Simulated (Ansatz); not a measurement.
IrO2, pressure series

The reference is IrO$_{2}$ in the rutile structure (space group P4_2/mnm, No. 136).

```cif
data_Ir2O4
_chemical_formula_sum 'Ir2 O4'
_space_group_name_H-M_alt 'P42/mnm'
_space_group_IT_number 136
_space_group_name_Hall '-P 4n 2n'
_cell_length_a 4.52926
_cell_length_b 4.52926
_cell_length_c 3.17980
_cell_angle_alpha 90.000
_cell_angle_beta 90.000
_cell_angle_gamma 90.000
loop_
_atom_site_label
_atom_site_type_symbol
_atom_site_symmetry_multiplicity
_atom_site_Wyckoff_symbol
_atom_site_fract_x
_atom_site_fract_y
_atom_site_fract_z
_atom_site_occupancy
Ir1 Ir 2 a 0.00000 0.00000 0.00000 1
O1 O 4 f 0.30843 0.30843 0.00000 1
```

Cell and atoms are relaxed at each pressure.

Method: plane-wave PAW DFT at the PBE level (Ansatz, a quantum-chemistry and plane-wave program, 420 eV), scalar-relativistic without spin-orbit coupling.

Notes on the quantities. enthalpy: H = E + PV relative to the base's energy.

| variant | shortest interatomic distance | enthalpy |
|---|---|---|
| base | 3.733 bohr | – |
| pressure −2 GPa | 3.745 bohr | -0.14 eV/atom |
| pressure −1 GPa | 3.739 bohr | -0.07 eV/atom |
| pressure 1.8 GPa | 3.724 bohr | +0.12 eV/atom |
| pressure 4.2 GPa | ? | +0.28 eV/atom |
| pressure 9 GPa | 3.689 bohr | +0.60 eV/atom |
| pressure 18 GPa | ? | +1.18 eV/atom |
| pressure 30 GPa | 3.608 bohr | +1.94 eV/atom |
| pressure 45 GPa | ? | +2.85 eV/atom |
| pressure 60 GPa | ? | +3.73 eV/atom |

Question: What belongs in the blanks?

Answer: 
- pressure 4.2 GPa, shortest interatomic distance: 3.711 bohr
- pressure 18 GPa, shortest interatomic distance: 3.651 bohr
- pressure 45 GPa, shortest interatomic distance: 3.563 bohr
- pressure 60 GPa, shortest interatomic distance: 3.525 bohr

Load acts through the strain it causes; cell and atoms are relaxed under it. No phonon test of stability was made. No other phases were tried under pressure. No Hubbard U is applied, and correlation can decide whether such a compound is a metal. All final runs are without spin polarisation.
